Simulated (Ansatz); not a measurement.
Consider the following.

```xyz
2
Lattice="2.9878 0.0000 0.0000 0.0000 2.9878 0.0000 1.4939 -1.4939 2.0959" Properties=species:S:1:pos:R:3 pbc="T T T"
Mg     0.0000     0.0000     0.0000
O      1.4939     1.4939     0.0000
```

No spin polarisation.

All numbers come from plane-wave PAW DFT at the r2SCAN level (Ansatz, a program for electronic structure, 500 eV), scalar-relativistic without spin-orbit coupling. k-mesh 13×13×13 (Γ-centred); smearing 0.05 eV (Fermi–Dirac).

### Question
Estimate the valence-band top at Γ (three highest levels, from the VBM).

### Answer
0.00, 0.00, -0.02 eV.

### Question
What band gap does the calculation give?

### Answer
5.61 eV.

The cells carry an imposed strain or load. No phonon test of stability was made. The cell was made from MgO in the rock salt structure (space group Fm-3m, No. 225) by this change: biaxial strain +0.50 %, plane normal [001], relaxed out of plane.
